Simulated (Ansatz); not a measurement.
The starting structures come from a database of crystals and need not be the phases stable at ambient conditions.

By PBEsol, the system below comes out a metal.

Without scattering a metal conducts by its projected Fermi surface.

Consider the following.

```
CELL_PARAMETERS angstrom
      3.98723     0.00000     0.00000
     -1.99362     3.45305     0.00000
      1.99362     1.15102     1.57895
ATOMIC_POSITIONS crystal
  Al 0.00000 0.00000 0.00000
  Co 0.00000 0.50000 0.50000
```

The cell is strained (lengths along the current scaled by 0.97, ions clamped); by PBEsol it stands under a pressure of 7.3 GPa.

The current flows along the normal of the first two printed cell vectors, the (111) (indices of the unstrained crystal) plane of the conventional cell. No spin-orbit coupling; the value is a mean over 0.1 eV about the Fermi level.

### Question
Estimate the ballistic conductance per area that PBEsol (Ansatz, a first-principles code) returns for this system.

### Answer
0.42 × 10¹⁵ S/m² for both spins.
